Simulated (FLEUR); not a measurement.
**Equation of state of zinc-blende BeTe (space group 216): energy against volume (FLEUR, PBE)**

```
BeTe
1.0
    0.00000     2.76495     2.76495
    2.76495     0.00000     2.76495
    2.76495     2.76495     0.00000
Be Te
1 1
Direct
  0.00000   0.00000   0.00000
  0.75000   0.75000   0.75000
```

Computed with PBE, all-electron FLAPW (FLEUR), scalar-relativistic valence (FLEUR). Settings: Kmax = 4.56 1/bohr; GmaxXC = 13.7 1/bohr; xcFunctional = pbe; jspins = 1; l_soc = F; mode = hist; fermiSmearingEnergy = 0.00036749 Htr; mesh (inpgen div1-3) = 10 10 10; inpgen gamma flag = true; Gmax = 13.7 1/bohr; numbands = 0; maxIterBroyd = 25; imix = Anderson; alpha = 0.05; precondParam = 0; minDistance = 1e-05 me/bohr^3. The cell above is the first row's. The rows scale it uniformly. In all rows fractional positions and the k mesh are held. E is the free energy at the stated smearing, counted from the lowest row.

| V (Å^3/atom) | E (meV/atom) |
|---|---|
| 21.138 | 21.95 |
| 21.597 | 10.56 |
| 22.057 | 3.38 |
| 22.516 | 0.00 |
| 22.976 | 0.06 |
| 23.435 | 3.22 |
| 23.895 | 9.20 |
| 24.354 | 17.71 |
| 24.814 | ? |

The 8 complete rows are fitted with the third-order Birch-Murnaghan form, a cubic in V^(-2/3), E against V. With u = V^(-2/3) - 0.125, the rows have u = 0.005805, 0.003945, 0.002146, 0.000412, -0.001268, -0.002888, -0.004461, -0.005980. Least squares gives E = -0.288 + 461.8·u + 580398·u² - 14399·u³. Residuals (row less fit): 0.002, -0.006, 0.004, -0.001, 0.000, 0.000, -0.003, 0.001; standard error 0.004 (degrees of freedom: 4). Its minimum lies at u = -0.000398, so V0 = (0.124602)^(-3/2) = 22.74. There d²E/du² = 1161000 and d³E/du³ = -86390, so B0 = (4/9) × 22.74^(-7/3) × 1161000 × 0.160218 = 56.4 GPa (the last factor turns the table's units into GPa), and B0' = 4 + (2/3) × 0.124602 × (-86390)/1161000 = 4.0.

Q: Estimate the missing E (V = 24.814); what did the run itself give?

A: u = -0.007456, so E = -0.288 + 461.8 × (-0.007456) + 580398 × (-0.007456)² - 14399 × (-0.007456)³ = 28.540 meV/atom. The calculation gives 28.51 meV/atom, 0.030 meV/atom below the prediction (0.1 % of the range of E in the table). The row lies outside the fitted rows, so this is an extrapolation. From the scatter of the fitted rows alone, a prediction at this place has a standard error of 0.010 meV/atom, so the miss is 3.0 times that.

Carrying the step between the two nearest rows on in a straight line would have given 26.24, off by 2.27; series whose last step already gives the withheld value aren't shown. The scan was laid around a cell of about the measured size, scaled by a guess for this functional. The runs keep the symmetry of the cell, so they don't test it for distortions. Values depend on the basis (sphere radii, cutoffs, local orbitals), which need not be converged. Spin-orbit coupling is off. Cutoffs and mesh are single choices, not tested for convergence of this quantity. Series with a scatter that would blur these digits, or in which a gap closes, are not shown. Nor are scans whose minimum lies at an end fitted in this form.
